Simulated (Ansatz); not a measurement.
GeS: W on a S site, symmetric start

Consider a 16-atom supercell of GeS in the GeS type structure (space group Pnma, No. 62; a = 10.661 Å, b = 3.681 Å, c = 4.356 Å; layered, stacked along the Cartesian x axis) at its relaxed geometry.

One thing is altered: a neutral W on a S site, symmetric start, atoms relaxed at fixed cell.

Method: PBE-D3(BJ) (Ansatz, a quantum-chemistry and plane-wave program, PAW, scalar-relativistic without spin-orbit coupling). Settings: 3×4×4 k-points, 0.01 eV Fermi–Dirac smearing.

| quantity | base | changed | shift |
|---|---|---|---|
| pressure | 0.0 GPa | -4.0 GPa | -3.93 GPa |
| energy gained by relaxation | – | 2.36 eV | – |
| largest displacement of a host atom from its site in the perfect cell | – | 1.07 Å | – |
| shift of the substituted atom off its lattice site | – | 1.58 Å | – |

Final structure:

```
WGe8S7
1.0
   10.66092     0.00000     0.00000
    0.00000     3.68123    -4.35573
    0.00000     3.68123     4.35573
Ge W S
8 1 7
Cartesian
  6.40710   2.76092   1.88627
  6.34908   2.76092  -1.67844
  9.17678   0.82923   0.55868
  9.17678   4.69261   0.55868
  3.95080   4.62353  -2.57605
  3.95080   4.57954   1.77969
  2.24086   6.44215  -0.40418
  1.28341   2.76092  -0.46961
  5.08347   6.44215  -0.33883
  3.66939   2.76092   0.19278
  1.60559   4.57617  -2.06893
  1.60559   4.62690   2.28680
  6.59810   0.90451   0.16547
  6.59810   4.61733   0.16547
  8.81017   2.76092   2.03247
  8.78132   2.76092  -2.09026
```

Cost of the whole job for the changed cell (relaxation, final SCF and bands): about 30 core-minutes (a rough figure).

The magnetic state is the one reached from the starting moments; the real material's order can differ, and small cells can't hold many antiferromagnetic ones. In so small a cell the defect repeats every few ångströms: this is an ordered compound, not a dilute defect. The mesh was chosen for an insulator and is coarse for the gapless case. The defect started on the symmetric site and kept its symmetry, so it may sit on a saddle. Seeded moments were not kept for W on a S site. The defect cell is spin-polarised and ends with 0.0 μB. The D3 term's C6 switches between coordination references near this geometry, which can add small steps to energies.
